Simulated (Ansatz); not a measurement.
The reference is W in the bcc (W type) structure (space group Im-3m, No. 229; a = 3.1353 Å; relaxed with 0.1 eV smearing). Axes: x, y, z lie along the cube axes.

All numbers come from Kohn–Sham DFT with the LDA functional, run in Ansatz (a first-principles code) with PAW and 420 eV plane waves, spin-orbit coupling left out.

Modification: biaxial strain −0.50 %, plane normal [001], relaxed out of plane (Cartesian); in-plane vectors clamped, the third vector and the atoms free.

Problem. Predict the new energy relative to the base and out-of-plane strain.

Solution. The energy increases by 1.5 meV/atom; the out-of-plane strain amounts to +0.40 %.

Whether these cells are dynamically stable was not tested. All final runs are without spin polarisation.
